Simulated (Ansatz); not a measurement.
**Parameter sweep on TePd (I4_1md, 4 atoms in the cell)**

TePd has the tetragonal space group I4₁md (No. 109), Pearson symbol tI8. Cell: a = b = 3.5819 Å, c = 12.1266 Å, α = β = γ = 90.00°. Pd on 4a sees 6 Te at 2.694–2.730 Å (trigonal prismatic). Te on 4a has 6 Pd at 2.694–2.730 Å (trigonal prismatic). (Neighbours: up to the widest gap in distance over summed covalent radii, below 1.35, at either atom; cation-cation and far metal-metal contacts left out.)
(The calculation used a cell of 4 atoms; values per cell refer to that cell.)

Base run A: PBE (Ansatz, a first-principles code), self-consistent single point.

Its settings: kpoints.mp_grid.grid = 10 10 10; hamiltonian.xc = pbe; hamiltonian.pseudopotentials = {kind: paw} (the program's default PAW files); scf.occupations.method = cold; scf.occupations.width = 0.1 eV.

The starting cell was generated: these elements placed on a structure prototype, without a prior relaxation; it need not be a known phase or ordering of this composition. Spin polarisation is off. In the base run, with a pressure of about 17 GPa the cell is away from its equilibrium volume at this level. Ansatz's pressure includes its estimate of the finite-basis (Pulay) stress.

ΔF is the free energy per atom less that of run A. 

| run | kpoints.mp_grid.grid, scf.occupations.width | ΔF (meV/atom) | pressure (GPa) | largest force (eV/Å) | TS (meV/atom) | k-points |
|---|---|---|---|---|---|---|
| A | 10 10 10, 0.1 eV | 0.00 | 16.65 | 0.151 | -0.2 | 102 |
| B | 7 7 7, 0.03 eV | 0.66 | 16.76 | 0.215 | 0.1 | 40 |
| C | 7 7 7, 0.1 eV | 0.55 | 16.73 | 0.184 | 0.1 | 40 |
| D | 7 7 7, 0.3 eV | 0.43 | 16.70 | 0.147 | -1.8 | 40 |
| E | 9 9 9, 0.03 eV | 1.82 | 16.68 | 0.156 | 0.2 | 75 |
| F | 9 9 9, 0.1 eV | 1.42 | 16.66 | 0.167 | 0.3 | 75 |
| G | 9 9 9, 0.3 eV | 1.77 | 16.67 | 0.158 | -1.0 | 75 |
| H | 10 10 10, 0.03 eV | 0.10 | 16.65 | 0.148 | 0.1 | 102 |
| I | 10 10 10, 0.3 eV | 1.01 | 16.67 | 0.154 | -2.1 | 102 |
| J | 12 12 12, 0.03 eV | 1.38 | 16.71 | 0.168 | 0.0 | 163 |
| K | 12 12 12, 0.1 eV | 1.23 | 16.70 | 0.165 | 0.1 | 163 |
| L | 12 12 12, 0.3 eV | 1.54 | 16.69 | 0.152 | -0.8 | 163 |

Run L against A: The free energy rises by 1.5 meV/atom, the pressure moves little (16.65 to 16.69 GPa) and the largest force moves little (0.151 to 0.152 eV/Å).

Run I against A: The free energy rises by 1.0 meV/atom, the pressure hardly changes (16.65 to 16.67 GPa) and the largest force moves little (0.151 to 0.154 eV/Å).

Keys are those of Ansatz 0.2.
